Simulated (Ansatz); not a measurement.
Worked example: self-consistent single point of the (110) slab of NiAl (cut from a parent of space group no. 221; 10 atoms in the cell) in Ansatz (a first-principles code).

Method of the run: LDA (PW92), default PAW files made with PBE (plane waves; Ansatz).

```xyz
10
Lattice="2.8813 0.0000 0.0000 0.0000 4.0748 0.0000 0.0000 0.0000 22.1497" Properties=species:S:1:pos:R:3 pbc="T T T"
Al     1.4407     1.0187     7.0000
Ni     0.0000     3.0561     7.0000
Al     1.4407     3.0561     9.0374
Ni     0.0000     1.0187     9.0374
Al     1.4407     1.0187    11.0749
Ni     0.0000     3.0561    11.0749
Al     1.4407     3.0561    13.1123
Ni     0.0000     1.0187    13.1123
Al     1.4407     1.0187    15.1497
Ni     0.0000     3.0561    15.1497
```

Reference input (self-consistent single point, DFT, LDA (PW92), plane waves, default PAW files made with PBE): basis.ecutwfc = 420 eV; kpoints.mp_grid.grid = 8 7 1; hamiltonian.xc = lda; hamiltonian.pseudopotentials = {kind: paw} (the program's default PAW files); scf.occupations.method = fermi_dirac; scf.occupations.width = 0.1 eV. This run's input differs from it in these lines:

Ansatz 0.2 input:
```diff
@@ -18,3 +18,3 @@
 basis:
-  ecutwfc: 420.0 eV
+  ecutwfc: 295.0 eV
 kpoints:
```

The program printed (abridged):

```
SCF iter   1: F=—  HF=-31433.185636 eV  |F-HF|=—  |Δ(HF+E_count)|=         —  Δρ=1.30e-2  dr2=2.05e-1  ethr=1.77e-3  ⟨swp⟩=10.3  Hψ=5964  notcnv=0  defer=10
all-band conjugate gradients solve this SCF's bands
preconditioner: auto → LDOS
SCF iter   2: F=—  HF=-31434.014198 eV  |F-HF|=—  |Δ(HF+E_count)|=   8.29e-1  Δρ=6.88e-2  dr2=7.81e0  ethr=1.95e-4  ⟨swp⟩=3.2  Hψ=3322  notcnv=0  defer=27  recentre
   [... lines left out ...]
SCF iter   8: F=—  HF=-31432.996403 eV  |F-HF|=—  |Δ(HF+E_count)|=   4.19e-5  Δρ=4.25e-5  dr2=3.90e-6  ethr=3.21e-8  ⟨swp⟩=2.0  Hψ=1729  notcnv=0  defer=34
SCF iter   9: F=—  HF=-31432.996415 eV  |F-HF|=—  |Δ(HF+E_count)|=   1.14e-5  Δρ=3.11e-5  dr2=2.26e-6  ethr=3.71e-9  ⟨swp⟩=2.0  Hψ=1756  notcnv=0  defer=34
SCF iter  10: F=—  HF=-31432.996415 eV  |F-HF|=—  |Δ(HF+E_count)|=   4.01e-7  Δρ=7.69e-6  dr2=1.28e-7  ethr=2.15e-9  ⟨swp⟩=1.1  Hψ=1259  notcnv=0  defer=34
SCF iter  11: F=-31432.996415 eV  HF=-31432.996415 eV  |F-HF|=1.54e-8  |Δ(HF+E_count)|=   7.19e-8  Δρ=2.84e-6  dr2=1.10e-8  ethr=9.52e-11  ⟨swp⟩=14.1  Hψ=5315  notcnv=0
SCF 1 converged in 11 iterations: F = -31432.996415 eV  dr2 = 1.10e-8
Free energy (F): -31432.996415 eV
Internal energy: -31432.823331 eV  (E = F + TS)
E sigma→0 (E₀):  -31432.909873 eV
Entropy (-TS):   -0.173084 eV (-17.308 meV/atom)
Fermi energy:    3.544646 eV
--- Forces (eV/Å), atoms counted from 1 ---
  atom   1  Al     0.00000000     0.00000000    -0.27453114
  atom   2  Ni     0.00000000     0.00000000     0.90248604
  atom   3  Al     0.00000000     0.00000000    -0.35418615
  atom   4  Ni     0.00000000     0.00000000     0.29765022
  atom   5  Al     0.00000000     0.00000000     0.00000000
  atom   6  Ni    -0.00000000     0.00000000     0.00000000
  atom   7  Al     0.00000000     0.00000000     0.35418615
  atom   8  Ni     0.00000000     0.00000000    -0.29765022
  atom   9  Al     0.00000000     0.00000000     0.27453114
  atom  10  Ni     0.00000000     0.00000000    -0.90248604
--- Stress (GPa, compression-positive) ---
       -6.062769       0.000000       0.000000
        0.000000      -5.563341       0.000000
        0.000000       0.000000      -3.031278
  P = ⅓ Tr σ = -4.8858 GPa (-48.858 kbar)
  The stress holds the Pulay correction. Without it, at fixed plane waves, as pw.x and ABINIT print it: P = -16.4172 GPa
```

The run converged in 11 iterations. Against the reference run the free energy goes up by 224 meV/atom and the largest force goes from 0.966 to 0.902 eV/Å.

The starting cell has typed, rounded lattice constants, without a prior relaxation at this level. The slab is cut from that crystal, and its faces are unrelaxed. Its lattice was rescaled by up to half a per cent. Spin polarisation is off. The cutoff lies below the one recommended for these files.
